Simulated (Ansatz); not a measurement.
A constructed model of the (111) surface of fcc Cu, a layer of Sn in place of the third plane (bottom of the slab: a bare face, its two planes held)

The numbers are results of PBE (plane waves to 420 eV, PAW; Ansatz, an electronic-structure program), not measurements.

Set-up: 6 atoms, 10.6 Å thick at the start with caps and adatoms (thin: gaps and levels are the slab's own); mesh 17x17x1; 0.1 eV smearing; dipole correction on; 2 atoms held, the rest relaxed; start symmetry kept, larger cells not searched; no spin, no spin-orbit, no U. In PBE it lies 0.11 eV a 1x1 cell over the lowest computed structure of the same composition (a layer of Sn in place of the second plane).

| Quantity | Value |
|---|---|
| work function of the top face | 4.84 eV |
| energy released by relaxation | 0.71 eV |
| cost | roughly 6 core-minutes |
